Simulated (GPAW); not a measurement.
Band structure of Bi (R-3m, 2 atoms in the cell).

```
Bi
1.0
    4.22706    -2.30844     0.00000
    4.22706     2.30844     0.00000
    2.96639     0.00000     3.79440
Bi
2
Direct
  0.23400   0.23400   0.23400
  0.76600   0.76600   0.76600
```

Method: PBE, GPAW PAW datasets PBE (gpaw-data 1.0.1) (plane waves; GPAW).

Settings: mode = pw; ecut = 600 eV; xc = PBE; kpts = 9 9 9; mesh shift (steps) = 0 0 0; occupations.name = methfessel-paxton; occupations.width = 0.272 eV; occupations.order = 0; nbands = -10; convergence.density = 1e-05 e/electron; convergence.energy = 1e-05 eV/electron; symmetry.symmorphic = false; symmetry.tolerance = 0.0005; maxiter = 100.

The starting cell has typed, rounded lattice constants, without a prior relaxation at this level. Its lattice was rescaled by a random factor within 2.5 % of one. Spin-orbit coupling is off.

Levels in eV from the Fermi level, bands 12 to 19:
| point | 12 | 13 | 14 | 15 | 16 | 17 | 18 | 19 |
|---|---|---|---|---|---|---|---|---|
| Γ | -7.50 | -1.42 | -1.20 | -1.20 | 2.37 | 2.81 | 2.81 | 5.58 |
| L | -10.29 | -1.30 | -1.16 | -0.30 | -0.26 | 0.52 | 0.98 | 7.40 |
| Z | -9.70 | -0.94 | -0.62 | -0.62 | 0.65 | 0.65 | 0.66 | 6.87 |
| F | -9.33 | -4.45 | -2.87 | -2.77 | 2.38 | 4.63 | 5.17 | 6.30 |
| P1 | -9.75 | -4.21 | -2.35 | -2.29 | 2.61 | 3.29 | 4.56 | 5.59 |
| P | -9.75 | -4.21 | -2.35 | -2.29 | 2.61 | 3.29 | 4.56 | 5.59 |

Bands cross the Fermi level along this path, so the cell is metallic at this level.
